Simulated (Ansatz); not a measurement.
## CsCu₂I₃ (Cmcm, No. 63, 12 atoms in the cell; start COD 7246302)

Calculation: r²SCAN in Ansatz (plane waves, PAW).

Settings: plane-wave cutoff 560 eV, 4×4×6 k mesh (along the axes of the cell as run), Fermi–Dirac smearing 0.01 eV, no spin polarisation, scalar-relativistic PAW data made under PBE.

Cell (measured lattice):

Space group Cmcm (No. 63); a = 10.5479 Å, b = 13.1725 Å, c = 6.0972 Å, α = 90.00°, β = 90.00°, γ = 90.00°

```
atom  site  symmetry       x       y       z
----  ----  --------  ------  ------  ------
Cs      4c       m2m  0.0000  0.6722  0.2500
I       8g       ..m  0.2170  0.3810  0.2500
I       4c       m2m  0.0000  0.1204  0.2500
Cu      8e       2..  0.1490  0.0000  0.0000
```
(The calculation used a cell of 12 atoms; values per cell refer to that cell.)

```json
{
  "band_gap": "2.50 eV"
}
```

Note: the file's cell can be that of a phase stable at another temperature; cell and atoms aren't relaxed at this level (largest force component 0.18 eV/Å).

Spin–orbit coupling is not included; with these elements it can move the gap by several tenths of an eV or more.

Computed values are for the static lattice.

Ansatz is a first-principles code.
